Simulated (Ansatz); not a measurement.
System: Pt vacancy in fcc Pt (neutral cell). Method: PBE, PAW (plane waves to 420 eV; Ansatz, an electronic-structure program).

Settings: 32 host sites, the relaxed PBE lattice, a 2×2×2 k-point mesh shifted by half a step, smearing 0.10 eV, spin-restricted, no image-charge correction. Static, classical nuclei. Spin-orbit coupling is left out. Forms of the defect that were not tried may lie lower.

Barriers: single points on a 4×4×4 k-point mesh shifted by half a step at the bands' geometries.

Relaxed starting cell (atoms counted from 1):

```
Pt
1.0
    7.94000     0.00000     0.00000
    0.00000     7.94000     0.00000
    0.00000     0.00000     7.94000
Pt
31
Direct
  0.99926   0.00019   0.50172
  0.99914   0.49995   0.00154
  0.99905   0.50002   0.50187
  0.49901   0.99999   0.00164
  0.49909   0.00016   0.50149
  0.49904   0.50004   0.00153
  0.49934   0.50023   0.50146
  0.99905   0.24474   0.24627
  0.99901   0.24465   0.75682
  0.99914   0.75529   0.24637
  0.99930   0.75579   0.75701
  0.49921   0.24855   0.25000
  0.49911   0.24845   0.75330
  0.49909   0.75172   0.24981
  0.49925   0.75163   0.75330
  0.24334   0.00016   0.24606
  0.24374   0.00004   0.75704
  0.24764   0.50000   0.25004
  0.24779   0.50012   0.75316
  0.75482   0.00010   0.24617
  0.75455   0.00019   0.75722
  0.75077   0.49994   0.24982
  0.75059   0.50025   0.75331
  0.24357   0.24463   0.00153
  0.24782   0.24860   0.50140
  0.24349   0.75554   0.00188
  0.24782   0.75153   0.50171
  0.75453   0.24460   0.00171
  0.75050   0.24858   0.50185
  0.75477   0.75556   0.00166
  0.75062   0.75174   0.50146
```

End state 1 differs by these moves (Å; atoms that move under 0.08 Å are left out):

```json
[
 {"atom": "10", "element": "Pt", "Δx": "0.00", "Δy": "1.89", "Δz": "-1.89"}
]
```

**Question.** What is the computed forward and backward barriers to end state 1 (PBE, PAW)?

**Answer.** forward 1.25 eV, backward 1.25 eV; at the saddle point atom 10 has neighbours 4 Pt at 2.57, 2 Pt at 3.04, 2 Pt at 3.05 Å. The saddle point's order was not checked, and it lies on a symmetry element of the cell, where a band can be held.
